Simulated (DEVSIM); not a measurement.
Structure: Ni/SiO2/p-GaAs capacitor, at 300 K.

Layer 1 from the left is SiO2, thickness (nm) 1.80. Layer 2 from the left is GaAs, thickness (nm) 410, Na (cm⁻³) 2.5e18.

Metal gate on the left, work function 5.1 eV. Fixed charge at the semiconductor interface -1.8e10 cm⁻² (in units of +e); no interface traps.

Constants are typed, rounded textbook-type inputs, not results; the design itself was drawn at random and stands for no fabricated device. Values at 300 K.

SiO2: gap (eV) 9, affinity (eV) 0.9, permittivity 3.9. GaAs: gap (eV) 1.424, affinity (eV) 4.07, permittivity 12.9, Nc (cm⁻³) 4.7e17, Nv (cm⁻³) 9e18.

Simulated with DEVSIM: 1D Poisson equation in equilibrium, Boltzmann statistics, complete ionisation; no quantum confinement or tunnelling. Metal contacts follow the ideal Schottky-Mott rule: no Fermi-level pinning, no interface dipoles.

Q: What does the simulation give for the flat-band voltage, the minimum of the low-frequency capacitance?

A: flat-band voltage -0.36 V; minimum of the low-frequency capacitance 0.357 μF/cm².
